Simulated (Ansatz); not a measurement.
Input:

```
CELL_PARAMETERS angstrom
      0.00000     1.89408     1.89408
      1.89408     0.00000     1.89408
      1.89408     1.89408     0.00000
ATOMIC_POSITIONS crystal
  Rh 0.00000 0.00000 0.00000
```

These are PBEsol, rigid bands (plane waves, PAW, scalar-relativistic; Ansatz, an electronic-structure program) values and carry that method's errors. Condition of this run: hydrostatic pressure -2 GPa (the target of the relaxation). Cell: cell and atoms relaxed with PBEsol, then loaded as said.

Q: Predict the product ρ₀λ of resistivity and mean free path that follows from the Fermi surface's area.

A: 3.3 ×10⁻¹⁶ Ω·m².

Q: And the Drude plasma energy and the root-mean-square Fermi velocity at 300 K?

A: 10.2 eV; 6.6e5 m/s.

A metal at this level (no band gap); rigid bands, thermally averaged at 300 K, both spins. Spin-orbit coupling is left out. τ is one relaxation time for all states; the product of resistivity and mean free path takes one path for all states instead.
